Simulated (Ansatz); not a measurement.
Base system: TiO₂ in the rutile structure (space group P4_2/mnm, No. 136).

```xyz
6
Lattice="4.6434 0.0000 0.0000 0.0000 4.6434 0.0000 0.0000 0.0000 2.9638" Properties=species:S:1:pos:R:3 pbc="T T T"
Ti     0.0000     0.0000     0.0000
Ti     2.3217     2.3217     1.4819
O      1.4168     1.4168     0.0000
O      3.7386     0.9049     1.4819
O      0.9049     3.7386     1.4819
O      3.2266     3.2266     0.0000
```

Computed with PBE/PAW in Ansatz (a quantum-chemistry and plane-wave program), without spin-orbit coupling.

Base values:

| Quantity | Result |
|---|---|
| Width of the top valence band | 1.56 eV |
| Pressure | 0.00 GPa |
| Band gap | 1.86 eV |
| Electron mass | 0.58 mₑ along c, 1.2 mₑ across (at Γ) |

Perturbation: an isotropic linear strain of −2.40 %, atoms relaxed at fixed cell.

Question: Predict the new width of the top valence band.

Answer: The width of the top valence band grows by 0.14 eV to 1.70 eV.

Question: What does the calculation give for the pressure after the change?

Answer: The pressure (mean of the normal stresses, compression positive) goes from zero to 18.42 GPa.

Question: How does this affect the band gap?

Answer: The band gap grows by 0.07 eV (1.86 eV → 1.93 eV).

Question: How does this affect the electron mass?

Answer: The electron mass becomes 0.53 mₑ along c, 1.1 mₑ across (at Γ) (base: 0.58 mₑ along c, 1.2 mₑ across (at Γ)).

Masses are band curvatures over ±0.01 Å⁻¹ around the edge. Stability against distortions was not tested. All final runs are without spin polarisation.
